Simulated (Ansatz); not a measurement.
InAs (Fm-3m, No. 225, 2 atoms in the cell; start mp-21391; a measured phase of this formula has another space group)

Calculation: r²SCAN+rVV10 (plane waves, PAW; Ansatz, an electronic-structure program).

Settings: plane-wave cutoff 500 eV, 12×12×12 k mesh, Fermi–Dirac smearing 0.05 eV, scalar-relativistic PAW data made under PBE.

Cell (relaxed at this level):

```cif
data_As4In4
_chemical_formula_sum 'In4 As4'
_space_group_name_H-M_alt 'Fm-3m'
_space_group_IT_number 225
_space_group_name_Hall '-F 4 2 3'
_cell_length_a 5.65697
_cell_length_b 5.65697
_cell_length_c 5.65697
_cell_angle_alpha 90.000
_cell_angle_beta 90.000
_cell_angle_gamma 90.000
loop_
_atom_site_label
_atom_site_type_symbol
_atom_site_symmetry_multiplicity
_atom_site_Wyckoff_symbol
_atom_site_fract_x
_atom_site_fract_y
_atom_site_fract_z
_atom_site_occupancy
In1 In 4 b 0.50000 0.50000 0.50000 1
As1 As 4 a 0.00000 0.00000 0.00000 1
```
(The calculation used a cell of 2 atoms; values per cell refer to that cell.)

For InAs (Fm-3m, No. 225, 2 atoms in the cell; start mp-21391; a measured phase of this formula has another space group), the band gap is zero (no gap).

Note: the relaxation could not lower the start's symmetry, so the cell can be a saddle point above a distorted one.

Spin–orbit coupling is not included.

A start named mp-… is a Materials Project structure, which need not be a measured phase.
